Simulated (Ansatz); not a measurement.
Take CdS in the zinc blende structure (space group F-43m, No. 216) as the base.

```
CELL_PARAMETERS angstrom
      0.00000     2.93884     2.93884
      2.93884     0.00000     2.93884
      2.93884     2.93884     0.00000
ATOMIC_POSITIONS crystal
  Cd 0.00000 0.00000 0.00000
  S  0.25000 0.25000 0.25000
```

Cartesian axes are those of the cell as printed.

Calculations: Ansatz (an electronic-structure program), r2SCAN, PAW, cutoff 500 eV, no spin-orbit coupling.

Base values:

* **Shortest interatomic distance**: 2.545 Å
* **Valence-band top at Γ**: 0.00, 0.00, 0.00 eV
* **Pressure**: 0.01 GPa

It is then changed as follows: biaxial strain +2.50 %, plane normal [001], relaxed out of plane (Cartesian); in-plane vectors clamped, the third vector and the atoms free.

Task: What does the calculation give for the shortest interatomic distance, valence-band top at Γ, ratio −ε⊥/ε∥ and pressure after the change?

Result: The shortest interatomic distance rises by 0.011 Å (2.545 Å → 2.556 Å); the valence-band top at Γ (three highest levels, from the VBM) changes from 0.00, 0.00, 0.00 eV to 0.00, -0.17, -0.17 eV; the ratio −ε⊥/ε∥ comes out as 1.54; the pressure (mean of the normal stresses, compression positive) shrinks by 0.71 GPa to -0.70 GPa.

The levels and masses belong to the bands next to the band gap. Stability against distortions was not tested.
